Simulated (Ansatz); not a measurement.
# Hypothetical NiAs type TlCl, pressure series

Start from TlCl in the NiAs type structure (space group P6_3/mmc, No. 194; a hypothetical phase, not in the database extracts checked).

```yaml
crystal:
  lattice:
    - [4.34686, 0.00000, 0.00000]
    - [-2.17343, 3.76449, 0.00000]
    - [0.00000, 0.00000, 7.72556]
  atoms:
    - { symbol: Tl, position: [0.00000, 0.00000, 0.00000] }
    - { symbol: Tl, position: [0.00000, 0.00000, 0.50000] }
    - { symbol: Cl, position: [0.33333, 0.66667, 0.25000] }
    - { symbol: Cl, position: [0.66667, 0.33333, 0.75000] }
```

Cell and atoms are relaxed at each pressure.

All numbers come from PBEsol in Ansatz (plane waves to 420 eV, PAW, no SOC).

Candidates:
(a) pressure 15 GPa
(b) pressure 2.1 GPa
(c) pressure 0.9 GPa

Base values:

| Item | Value |
|---|---|
| Band gap | 1.77 eV |

Q: Order them by band gap, highest first.

A: (c) pressure 0.9 GPa (1.72 eV), (b) pressure 2.1 GPa (1.54 eV), (a) pressure 15 GPa (zero)

The mesh was chosen for an insulator and is coarse for the gapless case. From pressure 15 GPa on, the axis ratios lie over 15 % from the base's, so the cell there is far from its starting form. With Tl present, leaving out spin-orbit coupling can change the band edges. Load acts through the strain it causes; cell and atoms are relaxed under it. Whether these cells are dynamically stable was not tested. No other phases were tried under pressure. All final runs are without spin polarisation. A zero or small gap of TlCl under pressure 15 GPa can be the functional's error rather than a property of the material.

Ansatz is a program for electronic structure.
